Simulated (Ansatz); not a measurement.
Problem. Name crystals whose mean free path at 300 K lies between 19 and 30 nm and whose resistivity at 300 K lies between 10.8 and 16.9 μΩ·cm, by PBEsol, DFPT electron-phonon coupling, linearised Boltzmann equation (Ansatz, a first-principles code).

Solution. Many crystals can fit; among those computed here:
- ScAs (Fm-3m): 27 nm, 14.3 μΩ·cm
- IrGa (Pm-3m): 21 nm, 11.3 μΩ·cm
- Ti₂CS (P6_3/mmc): 21 nm, 15.4 μΩ·cm
- HfC (Fm-3m): 24 nm, 13.5 μΩ·cm
- ZrC (Fm-3m): 22 nm, 16.1 μΩ·cm

Metals; harmonic phonons alone scatter; means over directions. The mean free path is weighted by the current that each state carries. Halving the electron mesh moves these values by up to 10 %; q meshes are mostly untested. Spin-orbit coupling is left out.

Formula and space group known from diffraction (Crystallography Open Database), not checked to be the room-temperature form: IrGa (Pm-3m), ScAs (Fm-3m), Ti2CS (P6_3/mmc). The missing spin-orbit coupling matters most for HfC (Fm-3m), IrGa (Pm-3m).
